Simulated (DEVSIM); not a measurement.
Structure: Schottky contact on n-type InP, at 350 K.

Layer 1 from the left is InP, thickness (μm) 14.0, Nd (cm⁻³) 1e15, τn (s) 7.1e-9, τp (s) 7.1e-9.

Left contact: Schottky, work function 5.41 eV, emission velocity 2e6 cm/s. Right contact: ohmic. Voltage is applied to the left contact. Recombination: SRH at mid-gap, Auger. Mobility is constant in doping.

The device is made up for the run: typed textbook-type constants, with dimensions and the other settings drawn at random. Values at 300 K; Nc and Nv go as T^1.5, mobilities as T to minus their exponent, the gap by Varshni's rule with the affinity fixed.

InP: gap (eV) 1.344, affinity (eV) 4.38, permittivity 12.5, Nc (cm⁻³) 5.7e17, Nv (cm⁻³) 1.1e19, μn (cm²/Vs) 5200, μp (cm²/Vs) 170, T exponent of μn 2, T exponent of μp 2, Cn (cm⁶/s) 9e-31, Cp (cm⁶/s) 9e-31, Varshni α (eV/K) 0.000363, Varshni β (K) 162.

Simulated with DEVSIM: 1D drift-diffusion, Boltzmann statistics, complete ionisation; no tunnelling, impact ionisation, image-force lowering or self-heating. Metal contacts follow the ideal Schottky-Mott rule: no Fermi-level pinning, no interface dipoles.

Dark forward current:

| |V| (V) | |J| (A/cm²) |
|---|---|
| 0.05 | 1.349e-7 |
| 0.10 | 4.351e-7 |
| 0.15 | 1.159e-6 |
| 0.20 | 3.000e-6 |
| 0.25 | 8.005e-6 |
| 0.30 | 2.311e-5 |
| 0.35 | 7.547e-5 |
| 0.40 | 0.0002847 |
| 0.45 | 0.001221 |
| 0.50 | 0.005724 |
| 0.55 | 0.02820 |
| 0.60 | 0.1416 |
| 0.65 | 0.6947 |
| 0.70 | 2.997 |
| 0.75 | 9.478 |
| 0.80 | 20.91 |
| 0.85 | 35.92 |
| 0.90 | 53.19 |
| 0.95 | 72.00 |
| 1.00 | 91.97 |
| 1.05 | 112.9 |
| 1.10 | 134.6 |
| 1.15 | 157.2 |
| 1.20 | 180.5 |
| 1.25 | 204.6 |
| 1.30 | 229.4 |

Work out the local ideality factor n = ΔV / (kT/q · ln(J2/J1)) between the rows 0.15 and 0.20 V, 0.55 and 0.60 V, 1.25 and 1.30 V.

kT/q = 30.16 mV. From 0.15 to 0.20 V: ln(3.000e-6/1.159e-6) = 0.951, n = 1.74. From 0.55 to 0.60 V: ln(0.1416/0.02820) = 1.614, n = 1.03, near the 1 of diffusion or emission over a barrier. From 1.25 to 1.30 V: ln(229.4/204.6) = 0.114, n = 14.49.

Estimate the current at 0.55 V for emission alone, J0 = q v N_band exp(−φB/kT), and read the barrier back from the simulated current.

φB = 1.030 eV, N_band = 7.18e17 cm⁻³, J0 = 3.39e-10 A/cm²; J = J0 (exp(qV/kT) − 1) = 0.0282 A/cm². The simulation gives 0.0282 A/cm², the same within the digits that matter. Read backwards, the simulated current gives an apparent barrier of 1.030 eV. The estimate leaves out transport through the depletion region and minority injection.
